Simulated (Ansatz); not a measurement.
## Fermi-surface data of TiPd (Pm-3m)

Here is the system:

```
CELL_PARAMETERS angstrom
      3.13300     0.00000     0.00000
      0.00000     3.13300     0.00000
      0.00000     0.00000     3.13300
ATOMIC_POSITIONS crystal
  Ti 0.50000 0.50000 0.50000
  Pd 0.00000 0.00000 0.00000
```

Level of theory: PBEsol, rigid bands (plane waves, PAW, scalar-relativistic; Ansatz, a program for electronic structure). Geometry: cell and atoms relaxed with PBEsol.

The density of states at the Fermi level comes out as 3.14 states/(eV·cell), both spins and the bare Sommerfeld coefficient is 3.7 mJ/(mol of atoms·K²). The drude plasma energy comes out as 6.3 eV and the root-mean-square Fermi velocity is 3.8e5 m/s. The resistivity times τ is 12.5 ×10⁻²² Ω·m·s.

A metal at this level (no band gap); rigid bands, thermally averaged at 300 K, both spins. Spin-orbit coupling is left out. τ is one relaxation time for all states.

Formula and space group known from diffraction (Crystallography Open Database), not checked to be the room-temperature form: TiPd (Pm-3m).
